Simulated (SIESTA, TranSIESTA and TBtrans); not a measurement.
# Ta chain with one N atom inserted

Device: Ta chain with one N atom inserted. Leads: straight Ta chain, spacing 2.35 Å. Geometry: 3 atoms about the centre moved by SIESTA (PBE, DZP) to a largest force of 0.04 eV/Å, all others as built, motion along the axis alone. Transport runs along z; the first 6 and the last 6 of the 21 atoms are the lead cells, repeated to infinity.

```xyz
21
Lattice="9.000 0.000 0.000 0.000 9.000 0.000 0.000 0.000 48.300" Properties=species:S:1:pos:R:3 pbc="F F T"
Ta     4.500     4.500     0.000
Ta     4.500     4.500     2.350
Ta     4.500     4.500     4.700
Ta     4.500     4.500     7.050
Ta     4.500     4.500     9.400
Ta     4.500     4.500    11.750
Ta     4.500     4.500    14.100
Ta     4.500     4.500    16.450
Ta     4.500     4.500    18.800
Ta     4.500     4.500    21.110
N      4.500     4.500    22.975
Ta     4.500     4.500    24.839
Ta     4.500     4.500    27.150
Ta     4.500     4.500    29.500
Ta     4.500     4.500    31.850
Ta     4.500     4.500    34.200
Ta     4.500     4.500    36.550
Ta     4.500     4.500    38.900
Ta     4.500     4.500    41.250
Ta     4.500     4.500    43.600
Ta     4.500     4.500    45.950
```
Starting moments (μB): atom 7 +1, atom 8 +1, atom 9 +1, atom 10 +1, atom 11 +1, atom 12 +1, atom 13 +1, atom 14 +1, atom 15 +1; lead atoms +1 (left) and +1 (right).

Method: TranSIESTA and TBtrans, PBE, DZP numerical orbitals (energy shift 0.15 eV), PseudoDojo norm-conserving scalar-relativistic potentials, mesh cutoff 200 Ry, 300 K, spin-polarised (collinear), no spin-orbit coupling; self-consistent non-equilibrium Green functions.

| Item | Value |
|---|---|
| Conductance at 300 K (G0 = 2e²/h) | 1.70 |
| Mean T from −0.5 to 0.5 eV | 1.69 |
| Spin polarisation of the conductance, (up − down)/(up + down) | 0.06 |

Energies count from the leads' Fermi level. Transmissions are for each spin. The energy step is 0.01 eV; narrower resonances are cut or missed.

```csv
E (eV),T up,T down,lead channels up,down
-2.00,1.56,1.00,4,3
-1.90,1.63,1.05,4,3
-1.80,1.69,1.09,4,3
-1.70,1.74,1.10,4,3
-1.60,1.77,1.10,4,3
-1.50,1.81,1.21,4,4
-1.40,1.83,1.31,4,4
-1.30,1.85,1.38,4,4
-1.20,1.87,1.43,4,4
-1.10,1.88,1.46,4,4
-1.00,1.89,1.48,4,4
-0.90,1.89,1.49,4,4
-0.80,1.89,1.50,4,4
-0.70,1.89,1.51,6,4
-0.60,1.91,1.52,6,4
-0.50,1.91,1.53,6,4
-0.40,1.90,1.54,6,4
-0.30,1.89,1.55,6,4
-0.20,1.87,1.57,6,4
-0.10,1.84,1.58,6,4
0.00,1.81,1.59,6,4
0.10,1.77,1.60,6,band edge
0.20,1.72,1.62,6,6
0.30,1.68,1.63,6,6
0.40,1.64,1.63,6,6
0.50,1.60,1.63,6,6
0.60,1.55,1.64,6,6
0.70,1.51,1.65,6,6
0.80,1.46,1.66,6,6
0.90,1.40,1.66,6,6
1.00,1.33,1.63,6,6
1.10,1.26,1.56,6,6
1.20,1.16,1.50,6,6
1.30,1.06,1.44,6,6
1.40,0.94,1.38,6,6
1.50,0.75,1.33,band edge,6
1.60,0.51,1.27,4,6
1.70,0.47,1.22,4,6
1.80,0.40,1.16,2,6
1.90,0.39,1.08,1,6
2.00,0.41,0.97,1,6
```

The magnetic order of the leads was set by the start, and no other order was tried; the separate lead runs end at 1.06 (left) and 1.06 (right) μB an atom. The straight chain is held at its spacing; free chains may zigzag or dimerise. Spin-orbit coupling, left out here, matters for the heavy atoms.
